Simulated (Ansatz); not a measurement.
For fluorite AuAl2, r²SCAN+SOC (Ansatz, a quantum-chemistry and plane-wave program, PAW) gives:

```
Item                  Value
------------------  -------
lattice constant a  5.995 Å
bulk modulus        121 GPa
```

What does HSE06 in Ansatz (PAW) give for the same quantities?


- lattice constant a: 6.014 Å (grows by 0.3 %)
- bulk modulus: 114 GPa (shrinks by 5.8 %)

Changes are worked out from the printed values.

Unless a cell is named, each level is at its own relaxed cell (r²SCAN+SOC 17.96, HSE06 18.12 Å³/atom).

Levels without +SOC leave out spin–orbit coupling, which shifts energies and cells of such heavy elements.

Ansatz's density-functional and Hartree–Fock values are scalar-relativistic unless marked +SOC, with PAW data made under PBE.
